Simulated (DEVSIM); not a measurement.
Device: Si p+/n-/n+ power diode, at 300 K.

```csv
layer (left to right),material,thickness (μm),Nd (cm⁻³),Na (cm⁻³),τn (s),τp (s)
1,Si,1.80,-,6.8e18,5.8e-6,5.8e-6
2,Si,56.0,5e15,-,5.8e-6,5.8e-6
3,Si,5.40,1.2e18,-,5.8e-6,5.8e-6
```

Left contact: ohmic. Right contact: ohmic. Voltage is applied to the left contact. Recombination: SRH at mid-gap. Mobility is μmin + (μ − μmin)/(1 + (N/Nref)^α).

This is a model device: material constants are rounded textbook-type values typed into the input, and sizes, dopings and lifetimes were drawn at random. Values at 300 K.

| parameter | Si |
|---|---|
| gap (eV) | 1.124 |
| affinity (eV) | 4.05 |
| permittivity | 11.7 |
| Nc (cm⁻³) | 2.86e19 |
| Nv (cm⁻³) | 3.1e19 |
| μn (cm²/Vs) | 1417 |
| μp (cm²/Vs) | 470 |
| μn,min | 52 |
| μp,min | 45 |
| Nref,n | 9.7e16 |
| Nref,p | 2.2e17 |
| αn | 0.68 |
| αp | 0.72 |

Simulated with DEVSIM: 1D drift-diffusion, Boltzmann statistics, complete ionisation; no tunnelling, impact ionisation, image-force lowering or self-heating.

The doping Nd of layer 3 was swept, all else fixed.

```tsv
doping Nd of layer 3 (cm^-3)	potential step across the device at zero bias (V)	dark forward voltage at 100 A/cm² (V)	dark forward voltage at 1 A/cm² (V)
3.6e16	0.912	0.861	0.678
1.2e17	0.943	0.867	0.693
3.6e17	0.972	0.876	0.708
1.2e18	1.003	0.890	0.719
3.6e18	1.031	0.900	0.723
1.2e19	1.062	0.905	0.724
```

From the first row to the last the potential step across the device at zero bias goes from 0.912 to 1.062. From the first row to the last the dark forward voltage at 100 A/cm² goes from 0.861 to 0.905.
